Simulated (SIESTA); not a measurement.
Input and output of a self-consistent single point for TiSi (Amm2, 2 atoms in the cell) (SIESTA).

Computed with LDA PW92, numerical atomic orbitals DZP, PseudoDojo LDA standard norm-conserving potentials (rewritten from UPF to PSML) (SIESTA).

```
TiSi
1.0
    3.83428     0.00000     0.00000
    0.00000     1.82350     2.15938
    0.00000    -1.82350     2.15938
Ti Si
1 1
Direct
  0.00000   0.04484   0.04484
  0.50000   0.55666   0.55666
```

Reference input (self-consistent single point, DFT, GGA PBEsol, numerical atomic orbitals DZP, PseudoDojo PBEsol standard norm-conserving potentials (rewritten from UPF to PSML)): XC.functional = GGA; XC.authors = PBEsol; potentials = PseudoDojo PBEsol standard; PAO.BasisSize = DZP; PAO.EnergyShift = 0.01 Ry; MeshCutoff = 400 Ry; kgrid.MonkhorstPack = 11 16 16; OccupationFunction = FD; ElectronicTemperature = 1578.21 K; MaxSCFIterations = 150; SCF.Mixer.Method = Pulay; SCF.Mixer.Weight = 0.1. This run's input differs from it in these lines:

```diff
@@ -1,2 +1,2 @@
-# files in the folder: Ti.psml Si.psml (PseudoDojo PBEsol standard)
+# files in the folder: Ti.psml Si.psml (PseudoDojo LDA standard)
 SystemName  TiSi
@@ -22,4 +22,4 @@
 
-XC.functional                GGA
-XC.authors                   PBEsol
+XC.functional                LDA
+XC.authors                   PW92
 PAO.BasisSize                DZP
```

Output, abridged:

```
        iscf     Eharris(eV)        E_KS(eV)     FreeEng(eV)     dDmax    Ef(eV) dHmax(eV)
   scf:    1    -1717.555192    -1729.601321    -1729.671474  1.757767 -4.666638  7.590421
   scf:    2    -1731.294609    -1730.534694    -1730.606477  0.090452 -4.912687  4.903972
   scf:    3    -1731.218269    -1731.121209    -1731.198086  0.144625 -5.348534  0.700103
   scf:    4    -1731.087201    -1731.146506    -1731.226688  0.092592 -5.308244  1.266376
   scf:    5    -1731.118478    -1731.174779    -1731.257369  0.053438 -5.501019  0.651228
   [... 3 lines left out ...]
   scf:    9    -1731.190983    -1731.191006    -1731.272651  0.000643 -5.441881  0.005900
   scf:   10    -1731.191018    -1731.191013    -1731.272653  0.000248 -5.441323  0.000597
   scf:   11    -1731.191015    -1731.191014    -1731.272653  0.000054 -5.441162  0.002311
   scf:   12    -1731.191011    -1731.191013    -1731.272653  0.000066 -5.441371  0.000115
SCF Convergence by DM+H criterion
max |DM_out - DM_in|         :     0.0000657508
max |H_out - H_in|      (eV) :     0.0001151599
SCF cycle converged after 12 iterations

Using DM_out to compute the final energy and forces

siesta: E_KS(eV) =            -1731.1910

siesta: E_KS - E_eggbox =     -1731.1910

siesta: Atomic forces (eV/Ang):
     1   -0.000000    0.000000    0.020043
     2    0.000000   -0.000000   -0.022625
   Tot   -0.000000    0.000000   -0.002582
   Max    0.022625
   Res    0.012340    sqrt( Sum f_i^2 / 3N )
   Max    0.022625    constrained

Stress tensor Voigt[x,y,z,yz,xz,xy] (kbar):      119.44      118.50      111.33       -0.00       -0.00       -0.00
(Free)E + p*V (eV/cell)    -1733.4668
Target enthalpy (eV/cell)    -1731.2727

siesta: Program's energy decomposition (eV):
siesta: FreeEng =     -1731.272653

   [... lines left out ...]
siesta:     0.074547   -0.000000   -0.000000
siesta:    -0.000000    0.073959   -0.000000
siesta:    -0.000000   -0.000000    0.069487

siesta: Cell volume =         30.195856 Ang**3

siesta: Pressure (static):
siesta:                Solid            Molecule  Units
siesta:          -0.00079142         -0.00078575  Ry/Bohr**3
siesta:          -0.07266460         -0.07214403  eV/Ang**3
siesta:        -116.42151807       -115.58747645  kBar
```

The run converged in 12 iterations. Against the reference run the pressure goes from -8.21 to -11.64 GPa and the largest force goes from 0.032 to 0.023 eV/Å.

The starting cell comes from a database of computed structures (which also holds hypothetical and non-ambient phases and stackings), without a prior relaxation at this level. Its lattice was rescaled by a random factor within 2.5 % of one. Spin polarisation is off. Values carry the incompleteness of an atom-centred basis. With a pressure of about -12 GPa the cell is away from its equilibrium volume at this level.

Cost on one core of a shared machine: roughly 50 s.
